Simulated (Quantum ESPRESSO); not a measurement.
Input and output of a self-consistent single point for CaCdPt (Pnma, 12 atoms in the cell) (Quantum ESPRESSO).

Method of the run: PBEsol, GBRV 1.5 ultrasoft (PBESOL) pseudopotentials (plane waves; Quantum ESPRESSO).

```xyz
12
Lattice="7.1586 0.0000 0.0000 0.0000 4.2515 0.0000 0.0000 0.0000 8.4334" Properties=species:S:1:pos:R:3 pbc="T T T"
Ca     0.2496     1.0629     2.7244
Ca     6.9090     3.1886     5.7090
Ca     3.3297     3.1886     6.9411
Ca     3.8289     1.0629     1.4923
Cd     1.0223     1.0629     7.9033
Cd     6.1363     3.1886     0.5301
Cd     2.5570     3.1886     3.6866
Cd     4.6016     1.0629     4.7468
Pt     1.8515     1.0629     5.3003
Pt     5.3071     3.1886     3.1331
Pt     1.7278     3.1886     1.0836
Pt     5.4308     1.0629     7.3498
```

Reference input (self-consistent single point, DFT, PBEsol, plane waves, GBRV 1.5 ultrasoft (PBESOL) pseudopotentials): ecutwfc = 40 Ry; ecutrho = 320 Ry; occupations = smearing; smearing = cold; degauss = 0.0073499 Ry; potentials = {Ca: ca_pbesol_v1.uspp.F.UPF, Cd: cd_pbesol_v1.uspp.F.UPF, Pt: pt_pbesol_v1.4.uspp.F.UPF}; K_POINTS = automatic 4 7 3 0 0 0; conv_thr = 1e-11 Ry. This run's input differs from it in these lines:

```diff
@@ -13,4 +13,4 @@
    ntyp = 3
-   ecutwfc = 40
-   ecutrho = 320
+   ecutwfc = 24
+   ecutrho = 192
    occupations = 'smearing'
```

Output (repeated stretches shortened):

```
     Self-consistent Calculation

     iteration #  1     ecut=    24.00 Ry     beta= 0.70

---- Real-time Memory Report at c_bands before calling an iterative solver
           296 MiB given to the printing process from OS
           183 MiB allocation reported by mallinfo(arena+hblkhd)
------------------

     negative rho (up, down):  7.335E-01 0.000E+00

     total energy              =   -1592.01447920 Ry
     estimated scf accuracy    <      11.88240105 Ry

     iteration #  2     ecut=    24.00 Ry     beta= 0.70

---- Real-time Memory Report at c_bands before calling an iterative solver
   [... lines left out ...]
           452 MiB given to the printing process from OS
           220 MiB allocation reported by mallinfo(arena+hblkhd)
------------------

     negative rho (up, down):  7.860E-01 0.000E+00

     total energy              =   -1599.75110402 Ry
     estimated scf accuracy    <          3.8E-11 Ry

     iteration # 15     ecut=    24.00 Ry     beta= 0.70

---- Real-time Memory Report at c_bands before calling an iterative solver
           452 MiB given to the printing process from OS
           220 MiB allocation reported by mallinfo(arena+hblkhd)
------------------

     negative rho (up, down):  7.860E-01 0.000E+00
     End of self-consistent calculation

     the Fermi energy is    12.3754 ev

!    total energy              =   -1599.75110402 Ry
     estimated scf accuracy    <          4.3E-12 Ry
     smearing contrib. (-TS)   =      -0.00031791 Ry
     internal energy E=F+TS    =   -1599.75078612 Ry

     convergence has been achieved in  15 iterations

     negative rho (up, down):  7.860E-01 0.000E+00

     Forces acting on atoms (cartesian axes, Ry/au):

     atom    1 type  1   force =    -0.00033859    0.00000000   -0.00021196
     atom    2 type  1   force =     0.00033859    0.00000000    0.00021196
     atom    3 type  1   force =     0.00033859    0.00000000   -0.00021196
     atom    4 type  1   force =    -0.00033859   -0.00000000    0.00021196
     atom    5 type  2   force =    -0.00081927    0.00000000    0.00081311
   [... lines left out ...]
     Total force =     0.003019     Total SCF correction =     0.000010
   [... lines left out ...]

     negative rho (up, down):  7.860E-01 0.000E+00
          total   stress  (Ry/bohr**3)                   (kbar)     P=     -251.65
  -0.00171749   0.00000000   0.00000000         -252.65        0.00        0.00
   0.00000000  -0.00170800   0.00000000            0.00     -251.26        0.00
   0.00000000   0.00000000  -0.00170656            0.00        0.00     -251.04

   JOB DONE.
```

The run converged in 15 iterations. Against the reference run the free energy rises by 437 meV/atom, the pressure goes from 0.13 to -25.17 GPa and the largest force moves little (0.027 to 0.030 eV/Å).

The starting cell comes from a database of computed structures (which also holds hypothetical and non-ambient phases and stackings), without a prior relaxation at this level. Its lattice was rescaled by a random factor within 2.5 % of one. Spin polarisation is off. At the lowered cutoff the pressure carries the error of an incomplete plane-wave basis.

Cost on one core of a shared machine: roughly 5 min.
